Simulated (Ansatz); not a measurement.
For Ru (hcp (Mg type), P6_3/mmc) at 400 K, the quasi-harmonic free energy with DFT at the PBE level (Ansatz, a program for electronic structure) gives a volume expansion coefficient α_V = 21.48 × 10⁻⁶ K⁻¹, an isothermal bulk modulus B_T = 296.6 GPa, a molar volume V_m = 8.362 cm³/mol and C_V = 24.78 J/(mol K). The run noted for some of its cells that some bands missed the eigensolver's tolerance.

Problem. Work out the Grüneisen parameter, C_P and the adiabatic bulk modulus.

Solution. γ = α_V B_T V_m / C_V = 2.15. C_P − C_V = α_V² B_T V_m T = 0.46 J/(mol K), so C_P = 25.23 J/(mol K). B_S = B_T C_P/C_V = B_T (1 + α_V γ T) = 302.0 GPa.
